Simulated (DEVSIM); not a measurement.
Device: abrupt GaAs p-n junction, at 300 K.

```tsv
layer (left to right)	material	thickness (μm)	Nd (cm⁻³)	Na (cm⁻³)	τn (s)	τp (s)
1	GaAs	13.0	-	1.5e16	2.2e-8	2.2e-8
2	GaAs	270	9.7e15	-	2.2e-8	2.2e-8
```

Left contact: ohmic. Right contact: ohmic. Voltage is applied to the left contact. Recombination: SRH at mid-gap, Auger. Mobility is μmin + (μ − μmin)/(1 + (N/Nref)^α).

Constants are typed, rounded textbook-type inputs, not results; the design itself was drawn at random and stands for no fabricated device. Values at 300 K.

```csv
parameter,GaAs
gap (eV),1.424
affinity (eV),4.07
permittivity,12.9
Nc (cm⁻³),4.7e17
Nv (cm⁻³),9e18
μn (cm²/Vs),8500
μp (cm²/Vs),400
"μn,min",500
"μp,min",20
"Nref,n",6e16
"Nref,p",1.5e17
αn,0.39
αp,0.38
Cn (cm⁶/s),1e-30
Cp (cm⁶/s),1e-30
```

Simulated with DEVSIM: 1D drift-diffusion, Boltzmann statistics, complete ionisation; no tunnelling, impact ionisation, image-force lowering or self-heating.

**Question.** Tabulate band edges, carrier densities and field at -10.0 V on the left contact.

**Answer.** Energies count from the Fermi level of the right contact; mesh points crowd at the junctions.

```csv
x (μm),Ec (eV),Ev (eV),n (cm⁻³),p (cm⁻³),field (V/cm)
0.000,11.259,9.835,< 1e2,1.5e16,≈ 0
0.05752,11.259,9.835,< 1e2,1.5e16,≈ 0
0.2638,11.259,9.835,< 1e2,1.5e16,≈ 0
0.9512,11.259,9.835,< 1e2,1.5e16,≈ 0
5.143,11.259,9.835,< 1e2,1.5e16,≈ 0
10.57,11.259,9.835,< 1e2,1.5e16,≈ 0
12.33,11.251,9.827,< 1e2,1.1e16,-2100
12.89,8.262,6.838,< 1e2,130,-110000
12.98,7.064,5.640,< 1e2,< 1e2,-130000
13.03,6.518,5.094,< 1e2,< 1e2,-130000
13.15,4.949,3.525,< 1e2,< 1e2,-110000
13.88,0.210,-1.214,1.4e14,< 1e2,-15000
16.19,0.100,-1.324,9.7e15,< 1e2,≈ 0
23.92,0.100,-1.324,9.7e15,< 1e2,≈ 0
71.30,0.100,-1.324,9.7e15,< 1e2,≈ 0
189.5,0.100,-1.324,9.7e15,< 1e2,≈ 0
256.6,0.100,-1.324,9.7e15,< 1e2,≈ 0
275.3,0.100,-1.324,9.7e15,< 1e2,≈ 0
281.6,0.100,-1.324,9.7e15,< 1e2,≈ 0
282.6,0.100,-1.324,9.7e15,< 1e2,≈ 0
282.9,0.100,-1.324,9.7e15,< 1e2,≈ 0
283.0,0.100,-1.324,9.7e15,< 1e2,≈ 0
```
